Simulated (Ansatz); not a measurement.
Cost and result by functional for the adsorption energy of Cl on the 1x1 (111) surface of fcc Cu, one in a 2x2 cell, started at the site 'hollow Cu-Cu-Cu over Cu at depth 4.1 Å', in Ansatz (plane waves, PAW). Single points on the PBE structure, on one kind of machine; costs are rough ratios of the slab run's core time (references not counted) to the cheapest single point. r2SCAN's cost holds its higher cutoff (500 against 420 eV). Differences are taken against r2SCAN for comparison alone: no measured value is at hand, so the table doesn't rank accuracy.

Slab: 17 atoms, 6.2 Å thick at the start under the adsorbate (thin: gaps and levels are the slab's own); k 6x6x1, smearing 0.1 eV, dipole-corrected; 8 atoms held, the rest relaxed; symmetry of the start imposed; no spin, no spin-orbit, no U, no dispersion correction. At the end it is bonded to 3 Cu. In PBE it is, or lies within 0.03 eV of, the lowest of the starts that converged. These notes are the PBE run's. Adsorption energies are against ½ Cl2(g). A negative adsorption energy means that the adsorbate is more stable on the surface than in its reference.

```json
[
 {"functional": "RPBE", "relative cost": "1", "adsorption energy (eV)": "-1.52", "less r2SCAN (eV)": "0.62"},
 {"functional": "r2SCAN", "relative cost": "2", "adsorption energy (eV)": "-2.14", "less r2SCAN (eV)": "0.00"},
 {"functional": "PBE (the relaxed run's value)", "relative cost": "–", "adsorption energy (eV)": "-1.74", "less r2SCAN (eV)": "0.40"}
]
```

The values span 0.62 eV, while the single points' costs differ by a factor of roughly 2. Differences are of unrounded values.

Ansatz is a program for electronic structure.
